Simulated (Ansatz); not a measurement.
Results of HSE06 in Ansatz (plane waves, PAW) for BaAlHO₂ (model structure, started from the SrVO2H type, P4/mmm, No. 123, 5 atoms in the cell).

Numerical settings: plane-wave cutoff 460 eV, 6×6×6 k mesh, Fermi–Dirac smearing 0.01 eV, scalar-relativistic PAW data made under PBE.

Cell (relaxed with PBEsol):

```xyz
5
Lattice="3.8166 0.0000 0.0000 0.0000 3.8166 0.0000 0.0000 0.0000 3.9573" Properties=species:S:1:pos:R:3 pbc="T T T"
Ba     1.9083     1.9083     1.9787
Al     0.0000     0.0000     0.0000
O      1.9083     0.0000     0.0000
O      0.0000     1.9083     0.0000
H      0.0000     0.0000     1.9787
```

**Question.** Predict the band gap, smallest direct gap on the k points sampled and direct gap at Γ.

**Answer.** 
- band gap: 4.32 eV (on the SCF k mesh)
- smallest direct gap on the k points sampled: 4.62 eV
- direct gap at Γ: 6.53 eV

Note: the relaxation could raise the start's symmetry but not lower it, so the cell can be a saddle point; cell and atoms aren't relaxed at this level (pressure 1.0 GPa).

Spin–orbit coupling is not included.

Static lattice: no zero-point or thermal effects.

A model structure was made by putting elements into a prototype or built by hand; it is no filed structure, need not be a known phase, and can be a saddle point held by its symmetry.

Ansatz is a quantum-chemistry and plane-wave program.
